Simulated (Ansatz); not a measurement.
Levels about the gap of amorphous Ga24O38Hf (63 atoms in a cell of 785 Å³, 5.20 g/cm³; zone centre alone, so wide bands show as single levels with stretches between that a denser mesh fills), at the geometry that PBE relaxed, where it gives 3.1 GPa on a denser mesh. The participation number counts the atoms over which a state spreads; weights are charges in smoothed Voronoi cells. The levels come from a single point, so bond lengths are those of that geometry. Method of the levels: PBE, scalar-relativistic without spin-orbit coupling (Ansatz, a first-principles code). Sampling: the zone centre alone; Fermi-Dirac width 0.02 eV; no spin polarisation. At PBE the levels at the filled edge of the gap are localised (band-tail or defect states).

A CHGNet melt-quench gave the starting glass, which DFT then relaxed. O atoms were pushed apart under 1.9 Å during the dynamics, to hinder bonds among them. The hot cell started wider than the set density and was brought back towards it in steps. It is the lowest in DFT energy of 2 quenches. It is a model cell: composition and starting density were chosen by hand, and all elements were melted together. No dispersion term was used. Its density started from a set value of 5.20 and ended at 5.20 g/cm³. The simulated quench (nominally 220 K/ps over its main leg) is rapid and tends to freeze in more defects than a deposited or slowly cooled glass has. One small periodic cell is one sample of the glass; other quenches scatter about these values. The volume was held where the preparation left it and the shape relaxed, at a PBE pressure of 3.1 GPa. Stress components on the final sampling reach 3.2 GPa.

```json
[
 {"E - E(highest filled), eV": "-0.31", "filling": "filled", "participation number": "14.9", "largest on": "O, 3 neighbours", "weight O": "0.95", "weight Ga": "0.05", "weight Hf": "0.01"},
 {"E - E(highest filled), eV": "-0.27", "filling": "filled", "participation number": "14.2", "largest on": "O, 3 neighbours", "weight O": "0.95", "weight Ga": "0.05", "weight Hf": "0.00"},
 {"E - E(highest filled), eV": "-0.27", "filling": "filled", "participation number": "24.6", "largest on": "O, 4 neighbours", "weight O": "0.93", "weight Ga": "0.06", "weight Hf": "0.00"},
 {"E - E(highest filled), eV": "-0.19", "filling": "filled", "participation number": "11.4", "largest on": "O, 4 neighbours", "weight O": "0.94", "weight Ga": "0.06", "weight Hf": "0.00"},
 {"E - E(highest filled), eV": "-0.16", "filling": "filled", "participation number": "18.0", "largest on": "O, 3 neighbours", "weight O": "0.94", "weight Ga": "0.05", "weight Hf": "0.01"},
 {"E - E(highest filled), eV": "-0.09", "filling": "filled", "participation number": "6.8", "largest on": "O, 3 neighbours", "weight O": "0.95", "weight Ga": "0.04", "weight Hf": "0.00"},
 {"E - E(highest filled), eV": "0.00", "filling": "filled", "participation number": "5.9", "largest on": "O, 3 neighbours", "weight O": "0.94", "weight Ga": "0.05", "weight Hf": "0.00"},
 {"E - E(highest filled), eV": "2.03", "filling": "empty", "participation number": "56.2", "largest on": "Ga, 4 neighbours", "weight O": "0.54", "weight Ga": "0.45", "weight Hf": "0.01"},
 {"E - E(highest filled), eV": "4.25", "filling": "empty", "participation number": "18.3", "largest on": "Ga, 4 neighbours", "weight O": "0.54", "weight Ga": "0.46", "weight Hf": "0.01"},
 {"E - E(highest filled), eV": "4.57", "filling": "empty", "participation number": "31.6", "largest on": "Ga, 4 neighbours", "weight O": "0.57", "weight Ga": "0.42", "weight Hf": "0.01"},
 {"E - E(highest filled), eV": "4.76", "filling": "empty", "participation number": "37.1", "largest on": "Ga, 4 neighbours", "weight O": "0.56", "weight Ga": "0.43", "weight Hf": "0.01"},
 {"E - E(highest filled), eV": "4.90", "filling": "empty", "participation number": "44.5", "largest on": "Ga, 5 neighbours", "weight O": "0.58", "weight Ga": "0.41", "weight Hf": "0.00"},
 {"E - E(highest filled), eV": "5.17", "filling": "empty", "participation number": "24.8", "largest on": "Hf, 6 neighbours", "weight O": "0.50", "weight Ga": "0.37", "weight Hf": "0.13"},
 {"E - E(highest filled), eV": "5.18", "filling": "empty", "participation number": "40.7", "largest on": "Ga, 5 neighbours", "weight O": "0.57", "weight Ga": "0.38", "weight Hf": "0.05"}
]
```

Most localised among these is the filled level at +0.00 eV, on a O atom, which has 3 neighbours (Ga 1.85 Å, Ga 1.90 Å, Ga 2.01 Å).
